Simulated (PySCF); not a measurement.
PySCF 2.14.0, R2SCAN/def2-svp, df: Nb(NMe)(F)(Cl)2 (C[N]=[Nb]([F])([Cl])[Cl]), 9 atoms. The geometry is a generated start, not checked to be a minimum at this level.

```
Quantity                                            Result
-------------------------  -------------------------------
task                                                energy
method                                              r2scan
basis                                             def2-svp
two-electron scheme                        density fitting
mol.max_memory                                     3000 MB
mf.max_cycle                                           100
mf.init_guess                              minao (default)
mf.DIIS                                    CDIIS (default)
mf.diis_space                                  8 (default)
mf.conv_tol                                1e-09 (default)
mf.grids.level                                 3 (default)
effective core potentials  those of the basis set, past Kr
basis functions                                        124
grid points                                         131904
```

```xyz
9

Nb     0.0121     0.9039     1.1918
N      0.0446    -0.1722    -0.2059
C      0.0972    -1.0167    -1.3297
H      1.1342    -1.3025    -1.5376
H     -0.4905    -1.9237    -1.1470
H     -0.3112    -0.5017    -2.2071
F      1.7527     1.1934     1.8168
Cl    -0.9788     2.8133     0.6445
Cl    -1.2603     0.0063     2.7743
```

Charge 0 and multiplicity 1 are set for this test and not shown to be the ground state.

One run each on 2 threads, 1 BLAS thread. Values of level_shift (Hartree) tried: 0 (default), 0.1, 0.3, 1.

Question: How does the count of Fock builds change with level_shift (Hartree), and where is it least?

Answer: Fewest Fock builds, within one of each other: 0 (default) with 17, 0.1 with 17. The count rises to 56 at 1. All converge to one solution.

```tsv
level_shift (Hartree)	Fock builds	end
0 (default)	17	same solution
0.1	17	same solution
0.3	19	same solution
1	56	same solution
```
